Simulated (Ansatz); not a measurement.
**BP in the zinc blende structure (space group F-43m, No. 216)**

```cif
data_BP
_chemical_formula_sum 'B1 P1'
_space_group_name_H-M_alt 'P 1'
_space_group_IT_number 1
_cell_length_a 3.17528
_cell_length_b 3.17528
_cell_length_c 3.17528
_cell_angle_alpha 60.000
_cell_angle_beta 60.000
_cell_angle_gamma 60.000
loop_
_space_group_symop_operation_xyz
  'x, y, z'
loop_
_atom_site_label
_atom_site_type_symbol
_atom_site_fract_x
_atom_site_fract_y
_atom_site_fract_z
_atom_site_occupancy
B1 B 0.00000 0.00000 0.00000 1
P1 P 0.25000 0.25000 0.25000 1
```

Method: Ansatz (a first-principles code), LDA, PAW, cutoff 420 eV, spin-orbit coupling left out. k-mesh 13×13×13 (Γ-centred); smearing 0.05 eV (Fermi–Dirac).

```yaml
volume_per_atom: 11.32 Å³
density: 3.07 g/cm³
band_gap: 1.14 eV, indirect, Γ → Γ–X (83 % along)
electron_mass: 1.3 mₑ along k, 0.22 mₑ across
Hole mass (degenerate bands, along [100]): 0.25, 0.25, 0.36 mₑ
Lowest conduction-band minima above the VBM: a point along ⟨100⟩, about 1.2 Å⁻¹ from Γ 1.14 eV
total_energy: -438.319 eV/atom (σ→0; compares only within this code and set-up)
```

Masses are band curvatures over ±0.01 Å⁻¹ around the edge. Along k means along the line from Γ to the band edge. No phonon test of stability was made.
